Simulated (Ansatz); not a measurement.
## PbS, pressure series

Start from PbS in the rock salt structure (space group Fm-3m, No. 225; a = 5.903 Å).

Cell and atoms are relaxed at each pressure.

All numbers come from DFT with PBEsol, PAW potentials and a 420 eV plane-wave cutoff in Ansatz (a program for electronic structure), scalar-relativistic without spin-orbit coupling.

Notes on the quantities. enthalpy: H = E + PV relative to the base's energy.

```
change                 enthalpy  band gap  volume per atom
----------------  -------------  --------  ---------------
base                          –   0.19 eV         25.71 Å³
pressure −2 GPa   -0.33 eV/atom   0.33 eV         26.66 Å³
pressure −1 GPa   -0.16 eV/atom   0.26 eV         26.17 Å³
pressure 0.3 GPa  +0.05 eV/atom   0.17 eV         25.58 Å³
pressure 0.7 GPa  +0.11 eV/atom   0.15 eV         25.42 Å³
pressure 1.5 GPa  +0.24 eV/atom   0.10 eV         25.11 Å³
pressure 3 GPa    +0.47 eV/atom      zero         24.57 Å³
pressure 10 GPa   +1.50 eV/atom      zero         22.64 Å³
```

With Pb present, leaving out spin-orbit coupling can change the band edges. Load acts through the strain it causes; cell and atoms are relaxed under it. Stability against distortions was not tested. Competing high-pressure phases were not computed. The base started in Pnma and relaxed to Fm-3m at this level. All final runs are without spin polarisation. Gaps under 0.05 eV, about the width of the smearing, are given as zero. A zero or small gap of PbS can be the functional's error rather than a property of the material.
